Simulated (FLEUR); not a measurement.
Band structure of Ti₃Si (Fm-3m, 4 atoms in the cell).

```xyz
4
Lattice="0.0000 3.2135 3.2135 3.2135 0.0000 3.2135 3.2135 3.2135 0.0000" Properties=species:S:1:pos:R:3 pbc="T T T"
Ti     4.8203     4.8203     4.8203
Ti     1.6068     1.6068     1.6068
Ti     0.0000     0.0000     0.0000
Si     3.2135     3.2135     3.2135
```
Moments meant for the start (each program seeds them in its own way; μB, in the order of the atoms Ti Ti Ti Si): 0.0 0.0 1.0 0.0.

Method of the run: PBEsol, all-electron FLAPW (FLEUR), scalar-relativistic valence.

Settings: Kmax = 4.2 1/bohr; GmaxXC = 14.7 1/bohr; xcFunctional = PBEs; jspins = 2; l_soc = F; mode = hist; fermiSmearingEnergy = 0.00183747 Htr; mesh (inpgen div1-3) = 7 7 7; inpgen gamma flag = false; Gmax = 14.7 1/bohr; numbands = 0; maxIterBroyd = 99; imix = Anderson; alpha = 0.05.

The starting cell comes from a database of computed structures (which also holds hypothetical and non-ambient phases and stackings), without a prior relaxation at this level. Its lattice was rescaled by a random factor within 2.5 % of one. Values depend on the basis (sphere radii, cutoffs, local orbitals), which need not be converged.

Levels in eV from the Fermi level, bands 18 to 25 of the first spin channel:
```json
[
 {"point": "Γ", "18": "-1.98", "19": "-0.46", "20": "-0.46", "21": "-0.46", "22": "1.34", "23": "1.95", "24": "1.95", "25": "1.95"},
 {"point": "X", "18": "-1.99", "19": "-0.54", "20": "-0.54", "21": "-0.34", "22": "0.79", "23": "0.87", "24": "0.87", "25": "1.88"},
 {"point": "W", "18": "-0.74", "19": "-0.74", "20": "-0.36", "21": "0.26", "22": "0.26", "23": "0.39", "24": "1.30", "25": "1.82"},
 {"point": "K", "18": "-0.84", "19": "-0.75", "20": "-0.28", "21": "0.12", "22": "0.31", "23": "0.55", "24": "1.14", "25": "1.71"},
 {"point": "L", "18": "-0.74", "19": "-0.74", "20": "-0.39", "21": "-0.39", "22": "0.29", "23": "0.70", "24": "0.70", "25": "2.26"},
 {"point": "U", "18": "-0.84", "19": "-0.75", "20": "-0.28", "21": "0.12", "22": "0.31", "23": "0.55", "24": "1.14", "25": "1.71"}
]
```
